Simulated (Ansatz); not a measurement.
Results of PBE0 in Ansatz (plane waves, PAW) for quartz-high SiO2 (high-temperature phase).

Settings: plane-wave cutoff 460 eV, 6×6×4 k mesh (along the axes of the cell as run), Fermi–Dirac smearing 0.01 eV, scalar-relativistic PAW data made under PBE.

Cell (relaxed with PBEsol):

```cif
data_O6Si3
_chemical_formula_sum 'Si3 O6'
_space_group_name_H-M_alt 'P 1'
_space_group_IT_number 1
_cell_length_a 5.08149
_cell_length_b 5.08149
_cell_length_c 5.55957
_cell_angle_alpha 90.000
_cell_angle_beta 90.000
_cell_angle_gamma 120.000
loop_
_space_group_symop_operation_xyz
  'x, y, z'
loop_
_atom_site_label
_atom_site_type_symbol
_atom_site_fract_x
_atom_site_fract_y
_atom_site_fract_z
_atom_site_occupancy
Si1 Si 0.00000 0.50000 0.33333 1
Si2 Si 0.50000 0.00000 0.00000 1
Si3 Si 0.50000 0.50000 0.66667 1
O1 O 0.58446 0.79223 0.83333 1
O2 O 0.79223 0.58446 0.50000 1
O3 O 0.20777 0.79223 0.16667 1
O4 O 0.41554 0.20777 0.83333 1
O5 O 0.20777 0.41554 0.50000 1
O6 O 0.79223 0.20777 0.16667 1
```

**Question.** Give the computed band gap and smallest direct gap on the k points sampled.

**Answer.** 
- band gap = 8.19 eV (indirect)
- smallest direct gap on the k points sampled = 8.38 eV

Note: symmetry holds this phase in the static calculation, where it need not be a minimum; held by symmetry at 0 K, a high-temperature phase can be a saddle point; cell and atoms aren't relaxed at this level (largest force component 0.19 eV/Å, pressure -2.5 GPa).

Cost on a shared machine: very roughly 6 core-minutes.

Ansatz is a quantum-chemistry and plane-wave program.
